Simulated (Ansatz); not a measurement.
The parent structure is a 9-atom supercell of Mg2Sn (space group Fm-3m, No. 225; a = 6.8161 Å) at its relaxed geometry.

Level of theory: Ansatz (an electronic-structure program) PBE, no spin-orbit coupling.

Before the change:

Pressure: 0.0 GPa

The change: a neutral Sn interstitial (started 2.63 Å from the nearest host atom), atoms relaxed at fixed cell, starting from a slightly rattled geometry.

### Question
How does this affect the final site of the added atom?

### Answer
The final site of the added atom is 8 Mg at 2.96–3.14 Å and 6 Sn at 3.31–3.55 Å.

### Question
How does this affect the pressure?

### Answer
The pressure goes from zero to 4.6 GPa.

### Question
What happens to the largest displacement of a host atom from its site in the perfect cell?

### Answer
The largest displacement of a host atom from its site in the perfect cell comes out as 0.24 Å.

The cell is small, so the values are those of an ordered compound at a high defect concentration; dilute-limit values will differ. The defect cell is not spin-polarised.
